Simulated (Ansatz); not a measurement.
Ansatz (a program for electronic structure) run on Ti (P6_3/mmc, 2 atoms in the cell): zone-centre phonon calculation.

Method of the run: LDA (PW92), default PAW files made with PBE (plane waves; Ansatz).

```yaml
crystal:
  lattice:
    - [1.46762, -2.54200, 0.00000]
    - [1.46762, 2.54200, 0.00000]
    - [0.00000, 0.00000, 4.65660]
  atoms:
    - { symbol: Ti, position: [0.33333, 0.66667, 0.25000] }
    - { symbol: Ti, position: [0.66667, 0.33333, 0.75000] }
```

Reference input (self-consistent single point, DFT, LDA (PW92), plane waves, default PAW files made with PBE): basis.ecutwfc = 30.9 Ry; kpoints.mp_grid.grid = 13 13 7; hamiltonian.xc = lda; hamiltonian.pseudopotentials = {kind: paw} (the program's default PAW files); scf.occupations.method = fermi_dirac; scf.occupations.width = 0.0073 Ry. This run's input differs from it in these lines:

Ansatz 0.2 input:
```diff
@@ -12,3 +12,3 @@
 kpoints:
-  mp_grid: { grid: [13, 13, 7] }
+  mp_grid: { grid: [12, 12, 12] }
 hamiltonian:
@@ -18,6 +18,5 @@
   occupations: { method: fermi_dirac, width: 0.0073 Ry }
-output:
-  forces: true
-  eigenvalues: true
-  stress: true
+phonons:
+  method: dfpt
+  qmesh: [2, 2, 2]
```

Output (repeated stretches shortened):

```
SCF iter   1: F=—  HF=-4900.569791 eV  |F-HF|=—  |Δ(HF+E_count)|=         —  Δρ=6.09e-3  dr2=5.29e-3  ethr=1.77e-3  ⟨swp⟩=4.5  Hψ=20064  notcnv=0
all-band conjugate gradients solve this SCF's bands
automatic band count: the SCF goes on with 20 bands, as 16 were too few: the levels above may hold too much charge
preconditioner: auto → none
SCF iter   2: F=—  HF=-4900.568583 eV  |F-HF|=—  |Δ(HF+E_count)|=   1.21e-3  Δρ=3.08e-3  dr2=1.29e-3  ethr=2.20e-5  ⟨swp⟩=1.0  Hψ=3724  notcnv=0
   [... lines left out ...]
SCF iter   4: F=—  HF=-4900.568613 eV  |F-HF|=—  |Δ(HF+E_count)|=   3.49e-6  Δρ=2.23e-5  dr2=9.31e-8  ethr=6.64e-8  ⟨swp⟩=1.0  Hψ=2680  notcnv=0
SCF iter   5: F=—  HF=-4900.568613 eV  |F-HF|=—  |Δ(HF+E_count)|=   1.77e-7  Δρ=6.14e-6  dr2=1.06e-8  ethr=3.88e-10  ⟨swp⟩=2.3  Hψ=4357  notcnv=0
SCF iter   6: F=—  HF=-4900.568613 eV  |F-HF|=—  |Δ(HF+E_count)|=   1.74e-9  Δρ=3.91e-7  dr2=2.74e-11  ethr=4.44e-11  ⟨swp⟩=3.0  Hψ=4725  notcnv=0
SCF iter   7: F=-4900.568613 eV  HF=-4900.568613 eV  |F-HF|=0.00e0  |Δ(HF+E_count)|=  1.36e-11  Δρ=4.25e-8  dr2=2.04e-13  ethr=1.00e-12  ⟨swp⟩=5.2  Hψ=8879  notcnv=0
SCF 1 converged in 7 iterations: F = -4900.568613 eV  dr2 = 2.04e-13
WARN: eigensolver did not converge (k=91): 1 band(s) unlocked after 20 sweeps at ethr=1.00e-12 eV (lowest unlocked band 19, counted from 0 …
DFPT response loops at q = (0, 0, 0) (fractional): preconditioner auto → Kerker (q_TF=auto, 2.565 Å⁻¹) (partly filled bands, converged f_vac=0.000) …
DFPT response loops at q = (0, 0, -0.5) (fractional): mixed as the last ones told, above
   [... lines left out ...]
Free energy (F): -4900.568613 eV
Fermi energy:    13.035735 eV
   [... lines left out ...]
  largest difference from the sums on the solved wave vectors: F 6.16e-2 eV, S 9.39e-5 and C_V 3.23e-5 eV/K
  zero-point energy: 0.059699 eV/cell   skipped modes (ω ≤ 0): 3   left out of the sums: 6.20e-5 of the cell's modes …
```

The run converged in 7 iterations. 

Summary of the result:
| Quantity | Result |
|---|---|
| Free energy E − TS (on the zero of these files) | -4900.5686 eV |
| Fermi level (on the code's own zero) | 13.04 eV |
| Zone-centre frequencies (cm⁻¹; negative means imaginary) | 0, 0, 0, 111, 111, 159 |

The starting cell has typed, rounded lattice constants, without a prior relaxation at this level. Its lattice was rescaled by up to half a per cent. Spin polarisation is off.

Cost on one core of a shared machine: roughly 2 min.
